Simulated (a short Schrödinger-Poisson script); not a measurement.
## Symmetric double-gate stack, SiO2 on p-type Si(111)

System: symmetric double-gate stack, SiO2 on p-type Si(111), at 300 K.

```csv
layer,material,thickness (nm),Na (cm⁻³)
1,SiO2,1.7,-
2,Si,5,1e18
3,SiO2,1.7,-
```

The device is made up for the run: typed textbook-type constants, with dimensions and the other settings drawn at random. SiO2: permittivity 3.9, conduction-band edge (eV) 3.15, gap (eV) 9, electron mass (mₑ) 0.5. Si: permittivity 11.7, conduction-band edge (eV) 0, gap (eV) 1.124, Nv at 300 K (cm⁻³) 3.1e19.

Channel valleys (confinement mass, in-plane density-of-states mass, number): Δ6 0.258, 0.358, 6. At the gates, both at one voltage, the conduction-band edge of layer 1 lies 3.7 eV − eVg above the Fermi level of the channel. Gaps are held at their typed values at every temperature. Mesh 0.03 nm at interfaces.

Solved with a short Schrödinger-Poisson script written for these runs: 1D Poisson equation in equilibrium, electrons quantum, Hartree (BenDaniel-Duke, 12 states a valley, the channel's in-plane mass for all, wave functions ending at the dielectric), parabolic valleys, classical holes, full ionisation, no traps, pinning or gate leakage.

| Vg (V) | electrons (cm⁻²) | C (μF/cm²) | Δ6 E0 (meV) | Δ6 E1 (meV) |
|---|---|---|---|---|
| 0.25 | 8.81e6 | < 0.003 | 382.2 | 556.3 |
| 0.3 | 6.09e7 | < 0.003 | 332.2 | 506.3 |
| 0.35 | 4.21e8 | < 0.003 | 282.2 | 456.4 |
| 0.4 | 2.90e9 | 0.0182 | 232.4 | 406.5 |
| 0.45 | 1.94e10 | 0.118 | 183.2 | 357.3 |
| 0.5 | 1.12e11 | 0.574 | 137.9 | 311.7 |
| 0.55 | 4.20e11 | 1.43 | 103.5 | 276.6 |
| 0.6 | 9.72e11 | 2.06 | 81.5 | 253.3 |
| 0.65 | 1.67e12 | 2.41 | 67.1 | 237.1 |
| 0.7 | 2.46e12 | 2.60 | 56.7 | 224.9 |
| 0.75 | 3.29e12 | 2.72 | 48.7 | 215.0 |
| 0.8 | 4.15e12 | 2.80 | 42.2 | 206.5 |
| 0.85 | 5.03e12 | 2.86 | 36.7 | 198.9 |
| 0.9 | 5.93e12 | 2.90 | 31.9 | 192.1 |
| 0.95 | 6.84e12 | 2.94 | 27.7 | 185.9 |
| 1 | 7.76e12 | 2.96 | 23.9 | 180.0 |
| 1.05 | 8.69e12 | 2.99 | 20.5 | 174.6 |
| 1.1 | 9.63e12 | 3.01 | 17.3 | 169.4 |
| 1.15 | 1.06e13 | 3.03 | 14.3 | 164.4 |
| 1.2 | 1.15e13 | 3.04 | 11.6 | 159.6 |
| 1.25 | 1.25e13 | 3.06 | 8.9 | 155.1 |

Subbands count from the Fermi level. The capacitance is that of both gates.
